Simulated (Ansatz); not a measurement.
Consider ZnO in the wurtzite structure (space group P6_3mc, No. 186).

```xyz
4
Lattice="3.2352 0.0000 0.0000 -1.6176 2.8018 0.0000 0.0000 0.0000 5.2113" Properties=species:S:1:pos:R:3 pbc="T T T"
Zn     1.6176     0.9339     0.0127
Zn     0.0000     1.8679     2.6183
O      1.6176     0.9339     3.2454
O      0.0000     1.8679     0.6398
```

Cartesian axes are those of the cell as printed.

Computed with r2SCAN (Ansatz, a first-principles code; PAW; 500 eV plane waves; without spin-orbit coupling), earlier PAW set.

Before the change:

| Quantity | Result |
|---|---|
| Pressure | 0.00 GPa |
| Band gap | 1.23 eV |

Perturbation: uniaxial strain ε_zz = +1.05 %, all other strain components held at zero; the atoms relax in the strained cell.

### Question
Predict the new pressure.

### Answer
The pressure (mean of the normal stresses, compression positive) goes from zero to -1.53 GPa.

### Question
What does the calculation give for the band gap after the change?

### Answer
The band gap drops by 0.029 eV, from 1.23 eV to 1.21 eV.

Stability against distortions was not tested.
